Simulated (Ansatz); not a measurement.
Sn under a change: biaxial strain +2.00 %, plane normal [001], relaxed out of plane

Base system: Sn in the diamond structure (space group Fd-3m, No. 227; a = 6.474 Å; relaxed with 0.1 eV smearing). Axes: x, y, z lie along the cube axes.

The change: biaxial strain +2.00 %, plane normal [001], relaxed out of plane (Cartesian); in-plane vectors clamped, the third vector and the atoms free.

Computed with LDA (Ansatz, a first-principles code; PAW; 420 eV plane waves; spin-orbit coupling left out). Γ-centred 16×16×16 mesh, Fermi–Dirac width 0.1 eV.

The volume per atom rises by 0.63 Å³, from 33.93 Å³ to 34.56 Å³ and the space group changes from Fd-3m (No. 227) to I4_1/amd (No. 141). The energy grows by 5.3 meV/atom and the pressure (mean of the normal stresses, compression positive) goes from zero to -0.8 GPa. The band gap is still zero and the out-of-plane strain comes out as -2.09 %. The ratio −ε⊥/ε∥ comes out as 1.04 and the mean in-plane stress (compression positive) comes out as -1.2 GPa.

Final structure (turned so that z lies along the plane normal):

```xyz
2
Lattice="4.6697 0.0000 0.0000 0.0000 4.6697 0.0000 2.3349 -2.3349 3.1696" Properties=species:S:1:pos:R:3 pbc="T T T"
Sn     0.0000     0.0000     0.0000
Sn     4.6697     2.3349     1.5848
```

Whether these cells are dynamically stable was not tested.
